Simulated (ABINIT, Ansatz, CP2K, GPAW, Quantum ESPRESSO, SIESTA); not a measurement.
# Na3Ga (Pm-3m, 4 atoms in the cell) computed with different codes at matched settings

Self-consistent single point.

```
CELL_PARAMETERS angstrom
      4.94161     0.00000     0.00000
      0.00000     4.94161     0.00000
      0.00000     0.00000     4.94161
ATOMIC_POSITIONS crystal
  Na 0.50000 0.00000 0.50000
  Na 0.00000 0.50000 0.50000
  Na 0.50000 0.50000 0.00000
  Ga 0.00000 0.00000 0.00000
```

All programs got the same cell, k-point mesh and kind of occupations (in Ansatz's words: kpoints.mp_grid.grid = 9 9 9; scf.occupations.method = fermi_dirac; scf.occupations.width = 0.136 eV); potentials, basis and cutoffs are each program's usual ones.

```csv
code,model,pressure (GPa),k-points,cutoff
Quantum ESPRESSO,"LDA (PZ), GBRV 1.5 ultrasoft (LDA) pseudopotentials",-2.18,35,50 Ry
CP2K,"LDA (Pade form), GPW, DZVP-MOLOPT-SR-GTH basis, GTH-PADE potentials (GTH_POTENTIALS)",-1.74,365,grid 950 Ry
Ansatz,"LDA (PW92), PAW files made with PBE",-2.10,35,420 eV
ABINIT,"LDA (PW92), norm-conserving pseudopotentials (PseudoDojo nc-sr-04 LDA standard)",-2.09,35,1197 eV
GPAW,"LDA (Perdew-Wang 92), GPAW PAW datasets LDA (gpaw-data 1.0.1)",-2.06,35,800 eV
SIESTA,"LDA PW92, numerical atomic orbitals DZP, PseudoDojo LDA standard norm-conserving potentials (rewritten from UPF to PSML)",-2.04,365,grid 350 Ry
```

The spread over the programs that give each value: pressure within 0.44 GPa.

The starting cell comes from a database of computed structures (which also holds hypothetical and non-ambient phases and stackings), without a prior relaxation at this level. Its lattice was rescaled by a random factor within 2.5 % of one.

**Question.** Why do the programs differ, and what cannot be compared?

**Answer.** Differences of this kind can come from the potentials, where these differ, and from what each basis and cutoff leave unconverged. The valence holds different numbers of electrons (Quantum ESPRESSO 46, CP2K 40, Ansatz (a first-principles code) 40, ABINIT 40, GPAW 24, SIESTA 40). The zero of total energies and Fermi levels follows the potentials and each program's conventions, so they are not compared here. CP2K and SIESTA use small atom-centred bases, whose incompleteness enters pressures, forces and empty levels differently from a plane-wave cutoff. Ansatz's pressure is given at a fixed set of plane waves, as the other plane-wave codes print theirs. The same LDA comes in different parametrisations, which differ slightly. The programs reduce the same mesh by symmetry to different extents, which changes the work and not the result.

Left out of this page: Elk and FLEUR (not drawn, or without a comparable value).

Keys are those of Ansatz 0.2.
